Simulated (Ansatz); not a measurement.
GaS (P6₃/mmc, No. 194, 8 atoms in the cell; start mp-556742), treated with PBE-D3(BJ) (plane waves, PAW; Ansatz, a first-principles code).

Run with plane-wave cutoff 500 eV, 12×12×4 k mesh (along the axes of the cell as run), Fermi–Dirac smearing 0.05 eV, scalar-relativistic PAW data made under PBE.

Cell (relaxed at this level):

```
CELL_PARAMETERS angstrom
      3.59346     0.00000     0.00000
     -1.79673     3.11203     0.00000
      0.00000     0.00000    15.32841
ATOMIC_POSITIONS crystal
  Ga 0.00000 0.00000 0.17014
  Ga 0.00000 0.00000 0.82986
  Ga 0.00000 0.00000 0.67014
  Ga 0.00000 0.00000 0.32986
  S  0.66667 0.33333 0.09928
  S  0.33333 0.66667 0.90072
  S  0.33333 0.66667 0.59928
  S  0.66667 0.33333 0.40072
```

Task: Give the computed band gap.

Result: 
- band gap: 1.53 eV (on the SCF k mesh)

Note: the relaxation could not lower the start's symmetry, so the cell can be a saddle point above a distorted one.

Spin–orbit coupling is not included.

A start named mp-… is a Materials Project structure, which need not be a measured phase.
